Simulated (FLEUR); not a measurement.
Refining one setting for AlIr (Pm-3m, 2 atoms in the cell)

```yaml
crystal:
  lattice:
    - [2.94783, 0.00000, 0.00000]
    - [0.00000, 2.94783, 0.00000]
    - [0.00000, 0.00000, 2.94783]
  atoms:
    - { symbol: Al, position: [0.00000, 0.00000, 0.00000] }
    - { symbol: Ir, position: [0.50000, 0.50000, 0.50000] }
```

Method of the run: PBEsol, all-electron FLAPW (FLEUR), scalar-relativistic valence.

The starting cell comes from a database of computed structures (which also holds hypothetical and non-ambient phases and stackings), without a prior relaxation at this level. Its lattice was rescaled by a random factor within 2.5 % of one. Spin polarisation is off. Values depend on the basis (sphere radii, cutoffs, local orbitals), which need not be converged.

Held fixed: xcFunctional = PBEs; jspins = 1; l_soc = F; mode = hist; fermiSmearingEnergy = 0.00367493 Htr; mesh (inpgen div1-3) = 11 11 11; inpgen gamma flag = false; numbands = 0; maxIterBroyd = 40; imix = Anderson; alpha = 0.05; precondParam = 0; minDistance = 1e-05 me/bohr^3; ctail = T; kcrel = 0; coretail_lmax = 0; theta = 0. Moved along with it: Gmax, GmaxXC.

ΔF is the free energy per atom less that of the last row (5.51 1/bohr).

```tsv
Kmax	ΔF (meV/atom)	basis size
2.85 1/bohr	277.3	81
3.18 1/bohr	67.8	100
3.49 1/bohr	[?]	136
3.76 1/bohr	[?]	171
4.02 1/bohr	5.1	197
4.27 1/bohr	3.1	251
4.5 1/bohr	2.1	285
4.83 1/bohr	1.28	341
5.13 1/bohr	0.68	405
5.51 1/bohr	0.00	500
```

Q: Complete the blanks.

A: 
- 3.49 1/bohr, ΔF (meV/atom): 20.9
- 3.76 1/bohr, ΔF (meV/atom): 9.4

Left out of this page: 1 run of the series failed or unconverged.
